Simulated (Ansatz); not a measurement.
Consider PbSe in the rock salt structure (space group Fm-3m, No. 225; a = 6.178 Å). Axes: x, y, z lie along the cube axes.

The values are results of Ansatz (a quantum-chemistry and plane-wave program) r2SCAN, no spin-orbit coupling, not measurements.

Now apply this change: tensor shear ε_xy = +2.00 % (engineering shear γ = 0.0400); the atoms relax in the strained cell.

Task: Predict the stress tensor and what it implies for the stiffness.

Result: Stress of the strained cell less that of the base (GPa, compression positive):
```
   0.01   -0.73    0.00
  -0.73    0.01    0.00
   0.00    0.00   -0.03
```

Then −Δσ/γ with γ = 2ε = 0.0400 gives secant stiffness values (nonlinear terms included at this strain): C66 ≈ 18 GPa.

No phonon test of stability was made.
